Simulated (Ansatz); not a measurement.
A user runs Ansatz (an electronic-structure program) on BiAs (P4_2/mmc, 4 atoms in the cell) and asks whether the run is sound. The aim is a self-consistent single point with DFT, LDA (PW92), plane waves, default PAW files made with PBE.

The input file:

Ansatz 0.2 input:
```yaml
# BiAs
crystal:
  lattice:
    - [4.284646, 0.000000, 0.000000]
    - [0.000000, 4.284646, 0.000000]
    - [0.000000, 0.000000, 7.544435]
  atoms:
    - { symbol: As, position: [0.000000, 0.500000, 0.000000] }
    - { symbol: As, position: [0.500000, 0.000000, 0.500000] }
    - { symbol: Bi, position: [0.000000, 0.000000, 0.250000] }
    - { symbol: Bi, position: [0.000000, 0.000000, 0.750000] }
basis:
  ecutwfc: 125.0
kpoints:
  mp_grid: { grid: [6, 6, 4] }
hamiltonian:
  xc: lda
  pseudopotentials: { kind: paw }
scf:
  occupations: { method: methfessel_paxton, width: 0.05 }
output:
  forces: true
  eigenvalues: true
  stress: true
```

Log, with long lists cut:

```
WARN basis.ecutwfc = 125 eV is below the records' recommended cutoff, and the density's cutoff is lower with it unless basis.ecutrho_ratio is high enough to …
WARN ansatz: RAYON_NUM_THREADS=1 ignored (pool sized by the plan → 1); use --threads N
Pseudopotentials: kind: paw
Pseudopotential: As, paw, valence charge 15
Pseudopotential: Bi, paw, valence charge 15
Crystal: 4 atoms, lattice volume = 138.502 Å³
Basis set: ecut = 125 eV, 433 PW (Γ)
Bands: 36, of which v1, the nominal top of the filled ones, is band 30 counted from 1 (29 counted from 0)
Symmetry: 16 space group operations
Space group: P42/mmc (ITA 131), of the structure as read, at distance tolerance 5.2e-5 Å
k-points: 30 of 144
PAW frozen core: As, regenerated for the run's functional, and the local potential with it
PAW frozen core: Bi, regenerated for the run's functional, and the local potential with it
Initial density: superposition of atomic densities (neutral atoms: chi_scale 0, normalization atom), corrected by the library's trained network
Initial wavefunctions: pseudopotential atomic-orbital guess
Eigensolver: davidson
Functional: x = slater, c = lda
SCF iter   1: F=—  HF=-33363.003724 eV  |F-HF|=—  |Δ(HF+E_count)|=         —  Δρ=3.88e-1  dr2=1.43e2  ethr=1.77e-3  ⟨swp⟩=6.1  Hψ=4011  notcnv=0
all-band conjugate gradients solve this SCF's bands
preconditioner: auto → Resta (q_TF=auto, 2.373 Å⁻¹)
   [... lines left out ...]
SCF iter   7: F=—  HF=-33263.400292 eV  |F-HF|=—  |Δ(HF+E_count)|=   2.65e-4  S|Δr|=    0.00e0  Δρ=1.34e-4  dr2=5.35e-5  ethr=3.70e-6  ⟨swp⟩=1.8  Hψ=1139  notcnv=0  defer=34
SCF iter   8: F=—  HF=-33263.400309 eV  |F-HF|=—  |Δ(HF+E_count)|=   1.70e-5  S|Δr|=    0.00e0  Δρ=3.98e-5  dr2=5.37e-6  ethr=8.92e-8  ⟨swp⟩=2.0  Hψ=1332  notcnv=0  defer=34
SCF iter   9: F=-33263.400308 eV  HF=-33263.400308 eV  |F-HF|=2.01e-8  |Δ(HF+E_count)|=   8.25e-7  S|Δr|=    0.00e0  Δρ=5.10e-6  dr2=4.65e-8  ethr=1.67e-10  ⟨swp⟩=8.1  Hψ=4554  notcnv=0
SCF 1 converged in 9 iterations: F = -33263.400308 eV  dr2 = 4.65e-8
Stability not checked (fill_not_monotonic)
Free energy (F): -33263.400308 eV
Internal energy: -33263.400245 eV  (E = F + TS)
E sigma→0 (E₀):  -33263.400292 eV
Entropy (-TS):   -0.000063 eV (-0.016 meV/atom)
Fermi energy:    6.457118 eV
--- Forces (eV/Å), atoms counted from 1 ---
  atom   1  As     0.00000000     0.00000000     0.00000000
   [... zero for the other atoms too ...]
--- Stress (GPa, compression-positive) ---
       21.477195       0.000000       0.000000
        0.000000      21.477195       0.000000
        0.000000       0.000000      26.750578
  P = ⅓ Tr σ = 23.2350 GPa (232.350 kbar)
  The stress holds the Pulay correction. Without it, at fixed plane waves, as pw.x and ABINIT print it: P = -1540.3702 GPa
```

Problem. Is anything amiss in this input, and did it matter?

Solution. The run is not sound. The fault is a basis or grid far too coarse for these potentials. The error of an incomplete plane-wave basis or grid does not cancel at such settings. To fix it, restore the cutoff that the potentials need and check convergence. The run converged in 9 iterations without an error; against the sound input the free energy goes up by 113 eV/atom and the pressure goes from -2.55 to 23.23 GPa. At a fixed set of plane waves, without the program's Pulay estimate, the pressure is -1540.37 GPa against -2.57 GPa.

The sound input it was made from differs as follows (other fixes are possible):
```diff
-basis:
-  ecutwfc: 125.0
```

With that input, the run converged in 7 iterations: free energy E − TS (on the zero of these files) -33717.1369 eV; Fermi level (on the code's own zero) 7.06 eV; pressure -2.55 GPa (DFT, LDA (PW92), plane waves, default PAW files made with PBE).

On the sound input: the starting cell was generated: these elements placed on a structure prototype, without a prior relaxation; it need not be a known phase or ordering of this composition. Its lattice was rescaled by a random factor within 2.5 % of one. Spin-orbit coupling is off. Ansatz's pressure includes its estimate of the finite-basis (Pulay) stress. The run gives no clean gap (levels at the Fermi energy touch, overlap or are partly filled at this smearing), which alone does not show that the compound is a metal.
